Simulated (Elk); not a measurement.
Elk run on FeAl (P1, 2 atoms in the cell): self-consistent single point.

Method of the run: PBE, all-electron FP-LAPW, Elk's shipped species files, APW+lo basis with extra local orbitals (Elk).

The change in words: lattice scaled by 0.98. Reference geometry:
```xyz
2
Lattice="2.9100 0.0000 0.0000 0.0000 2.9100 0.0000 0.0000 0.0000 2.9100" Properties=species:S:1:pos:R:3 pbc="T T T"
Al     1.4655     1.4481     1.4612
Fe    -0.0105     0.0069    -0.0062
```

Reference input (self-consistent single point, DFT, PBE, all-electron FP-LAPW, Elk's shipped species files, APW+lo basis with extra local orbitals): xctype = 20; rgkmax = 8; swidth = 0.00367493 Ha; ngridk = 10 10 10; gmaxvr = 16 1/bohr; nxlo = 2; lorbcnd = true; lmaxi = 2; maxscl = 100. This run's input differs from it in these lines:

```diff
@@ -28,5 +28,5 @@
 avec
-    5.4991030227    0.0000000000    0.0000000000
-    0.0000000000    5.4991030227    0.0000000000
-    0.0000000000    0.0000000000    5.4991030227
+    5.3891209622    0.0000000000    0.0000000000
+    0.0000000000    5.3891209622    0.0000000000
+    0.0000000000    0.0000000000    5.3891209622
```

The program printed (abridged):

```
│ Self-consistent loop started │
│ Loop number : 1 │
 total energy                :     -1520.60135039
│ Loop number : 2 │
 total energy                :     -1520.45881997
RMS change in Kohn-Sham potential (target) :   0.5599988859     (  0.1000000000E-05)
Absolute change in total energy (target)   :   0.1425304184     (  0.1000000000E-03)
│ Loop number : 3 │
 total energy                :     -1521.34173385
RMS change in Kohn-Sham potential (target) :   0.5380153011     (  0.1000000000E-05)
Absolute change in total energy (target)   :   0.8472812757     (  0.1000000000E-03)
│ Loop number : 4 │
   [... lines left out ...]
Absolute change in total energy (target)   :   0.3521877507E-03 (  0.1000000000E-03)
│ Loop number : 14 │
 total energy                :     -1515.74339693
RMS change in Kohn-Sham potential (target) :   0.2207491898E-05 (  0.1000000000E-05)
Absolute change in total energy (target)   :   0.5048876938E-04 (  0.1000000000E-03)
│ Loop number : 15 │
 total energy                :     -1515.74333197
RMS change in Kohn-Sham potential (target) :   0.3173620430E-06 (  0.1000000000E-05)
Absolute change in total energy (target)   :   0.5233714978E-04 (  0.1000000000E-03)
Convergence targets achieved

│ Loop number : 16 │

Energies :
 Fermi                       :     0.345680621396
 total energy                :     -1515.74332659

Density of states at Fermi energy :    72.08503170
 (states/Hartree/unit cell)

Estimated indirect band gap :   0.1582474986E-02
 from k-point    525 to k-point    910
Estimated direct band gap   :   0.4384991401E-02
 at k-point     92

Charges :
 core                        :    14.00000000
 valence                     :    25.00000000
 interstitial                :    2.221732743
 muffin-tins (core leakage)
  species :    1 (Al)
   atom    1                 :    11.42554655     (  0.5302696784E-03)
  species :    2 (Fe)
   atom    1                 :    25.35272071     (  0.1509903313E-12)
 total in muffin-tins        :    36.77826726
 total calculated charge     :    38.98833232
 total charge                :    39.00000000
 error                       :   0.1166767732E-01

│ Self-consistent loop stopped │
```

The run converged in 16 iterations. The count includes the last loop, which Elk runs after its targets are met. 

The starting cell has typed, rounded lattice constants, without a prior relaxation at this level. Its atoms were displaced at random from the sites of space group no. 221. For this run, on top of that: lattice scaled by 0.98. Spin polarisation is off. Values depend on the basis (sphere radii, cutoffs, local orbitals), which need not be converged. The log's line on a gap gives a spacing of levels on this mesh, which the program prints for metals too.

Cost on one core of a shared machine: roughly 4 min.
